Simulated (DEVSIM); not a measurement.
System: Schottky contact on n-type Si, at 350 K.

Layer 1 from the left is Si, thickness (μm) 0.330, Nd (cm⁻³) 6.4e16, τn (s) 2.1e-7, τp (s) 2.1e-7. Layer 2 from the left is Si, thickness (μm) 2.70, Nd (cm⁻³) 1.4e18, τn (s) 2.1e-7, τp (s) 2.1e-7.

Left contact: Schottky, work function 4.75 eV, emission velocity 1.2e7 cm/s. Right contact: ohmic. Voltage is applied to the left contact. Recombination: SRH at mid-gap, Auger. Gap narrowing is on: ΔEg = 6.92 meV × (l + √(l² + 0.5)), l = ln(N/1.3e17 cm⁻³), shared equally by both band edges. Mobility is μmin + (μ − μmin)/(1 + (N/Nref)^α).

This is a model device: material constants are rounded textbook-type values typed into the input, and sizes, dopings and lifetimes were drawn at random. Values at 300 K; Nc and Nv go as T^1.5, mobilities as T to minus their exponent, the gap by Varshni's rule with the affinity fixed.

Si: gap (eV) 1.124, affinity (eV) 4.05, permittivity 11.7, Nc (cm⁻³) 2.86e19, Nv (cm⁻³) 3.1e19, μn (cm²/Vs) 1417, μp (cm²/Vs) 470, μn,min 52, μp,min 45, Nref,n 9.7e16, Nref,p 2.2e17, αn 0.68, αp 0.72, T exponent of μn 2.3, T exponent of μp 2.2, Cn (cm⁶/s) 2.8e-31, Cp (cm⁶/s) 9.9e-32, Varshni α (eV/K) 0.000473, Varshni β (K) 636.

DEVSIM, 1D drift-diffusion, Boltzmann statistics, complete ionisation; no tunnelling, impact ionisation, image-force lowering or self-heating. Metal contacts follow the ideal Schottky-Mott rule: no Fermi-level pinning, no interface dipoles.

Dark forward current:

```tsv
|V| (V)	|J| (A/cm²)
0.05	0.02060
0.10	0.1270
0.15	0.6758
0.20	3.490
0.25	17.74
0.30	87.23
0.35	386.7
0.40	1326
0.45	3198
```

Q: Work out the local ideality factor n = ΔV / (kT/q · ln(J2/J1)) between the rows 0.15 and 0.20 V, 0.40 and 0.45 V.

A: kT/q = 30.16 mV. From 0.15 to 0.20 V: ln(3.490/0.6758) = 1.642, n = 1.01, near the 1 of diffusion or emission over a barrier. From 0.40 to 0.45 V: ln(3198/1326) = 0.880, n = 1.88; the layers' resistance at their doping, Σ W/(qμN) = 1.3e-5 Ω cm², would take 24 mV of this step of 50 mV.

Q: Estimate the current at 0.20 V for emission alone, J0 = q v N_band exp(−φB/kT), and read the barrier back from the simulated current.

A: φB = 0.700 eV, N_band = 3.60e19 cm⁻³, J0 = 0.00577 A/cm²; J = J0 (exp(qV/kT) − 1) = 4.37 A/cm². The simulation gives 3.49 A/cm²; the estimate lies 25 % above. Read backwards, the simulated current gives an apparent barrier of 0.707 eV. The estimate leaves out transport through the depletion region and minority injection.
